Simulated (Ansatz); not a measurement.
Effect of uniaxial strain ε_zz = −3.00 % on RbBr

The reference is RbBr in the rock salt structure (space group Fm-3m, No. 225; a = 6.843 Å). Axes: x, y, z lie along the cube axes.

The change: the cell is compressed by 3.00 % along z with no lateral relaxation; the atoms relax in the strained cell.

Computed with PBEsol (Ansatz, a first-principles code), no spin-orbit coupling. Γ-centred 8×8×8 mesh, Fermi–Dirac width 0.05 eV.

| quantity | base | changed | shift |
|---|---|---|---|
| volume per atom | 40.06 Å³ | 38.86 Å³ | -1.20 Å³ |
| space group | Fm-3m (No. 225) | I4/mmm (No. 139) | – |
| shortest interatomic distance | 3.422 Å | 3.319 Å | -0.103 Å |
| energy relative to the base (free energy F) | 0 meV/atom | +4.4 meV/atom | +4.4 meV/atom |
| pressure (mean of the normal stresses, compression positive) | 0.1 kbar | 5.1 kbar | +5.08 kbar |
| band gap | 4.22 eV | 4.26 eV | +0.04 eV |
| gap character | direct at Γ | direct at Γ | – |
| electron mass | 0.36 mₑ (at Γ) | 0.37 mₑ along z, 0.35 mₑ across (at Γ) | – |
| valence-band top at Γ (three highest levels, from the VBM) | 0.00, 0.00, 0.00 eV | 0.00, -0.05, -0.05 eV | – |
| valley order (the lowest conduction-band minima on the path, energy above the VBM, named in the base's zone) | Γ 4.22 eV; X along ⟨100⟩ 5.50 eV | Γ 4.26 eV; X along [001] 5.40 eV; X along [100] 5.44 eV | – |
| stress (xx, yy, zz, yz, xz, xy; compression positive) | – | (0.14, 0.14, 1.27, 0.00, 0.00, 0.00) GPa | – |

Final structure:

```
RbBr
1.0
    0.00000     3.42164     3.31899
    3.42164     0.00000     3.31899
    3.42164     3.42164     0.00000
Rb Br
1 1
Direct
  0.00000   0.00000   0.00000
  0.50000   0.50000   0.50000
```

Effective masses come from finite differences of ±0.01 Å⁻¹. Whether these cells are dynamically stable was not tested. Labels are those of the standard path for the cell's own space group.
